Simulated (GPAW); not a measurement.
Band structure of YAl3Ag (Imm2, 5 atoms in the cell).

```
YAl3Ag
1.0
   -2.10990     2.11889     5.70845
    2.10990    -2.11889     5.70845
    2.10990     2.11889    -5.70845
Y Al Ag
1 3 1
Direct
  0.00014   0.00014   0.00000
  0.24985   0.74985   0.50000
  0.60966   0.60966   0.00000
  0.39014   0.39014   0.00000
  0.75020   0.25020   0.50000
```

Method of the run: LDA (Perdew-Wang 92), GPAW PAW datasets LDA (gpaw-data 1.0.1) (plane waves; GPAW 25.7.0).

Settings: mode = pw; ecut = 600 eV; xc = LDA; kpts = 7 7 7; mesh shift (steps) = 0 0 0; occupations.name = fermi-dirac; occupations.width = 0.05 eV; nbands = -9; convergence.density = 1e-05 e/electron; convergence.energy = 1e-05 eV/electron; symmetry.symmorphic = false; symmetry.tolerance = 0.0005; maxiter = 150; bandpath_npoints = 40.

The starting cell comes from a database of computed structures (which also holds hypothetical and non-ambient phases and stackings), without a prior relaxation at this level. Its lattice was rescaled by a random factor within 2.5 % of one.

Levels in eV from the Fermi level, bands 15 to 22:
```csv
point,15,16,17,18,19,20,21,22
Γ,-3.74,-1.25,-1.20,-0.49,1.08,1.38,1.42,2.23
X,-4.49,-1.55,-1.38,-0.67,0.63,1.56,1.84,2.33
L,-3.42,-2.95,-2.57,-2.21,-1.39,1.38,1.75,1.87
T,-3.53,-3.31,-2.77,-2.39,-1.42,1.55,1.78,1.79
W,-3.53,-3.32,-2.54,-2.36,-1.49,0.70,1.82,2.73
R,-3.78,-3.17,-0.60,-0.24,0.12,1.46,1.70,2.09
X1,-4.49,-1.55,-1.38,-0.67,0.63,1.56,1.84,2.33
Z,-1.12,-1.07,-0.92,-0.83,1.40,1.43,1.92,2.21
Y,-4.50,-1.56,-1.39,-0.63,0.63,1.57,1.87,2.35
S,-3.79,-3.18,-0.57,-0.25,0.12,1.49,1.72,2.13
L1,-3.42,-2.95,-2.57,-2.21,-1.39,1.38,1.75,1.87
```

Bands cross the Fermi level along this path, so the cell is metallic at this level.
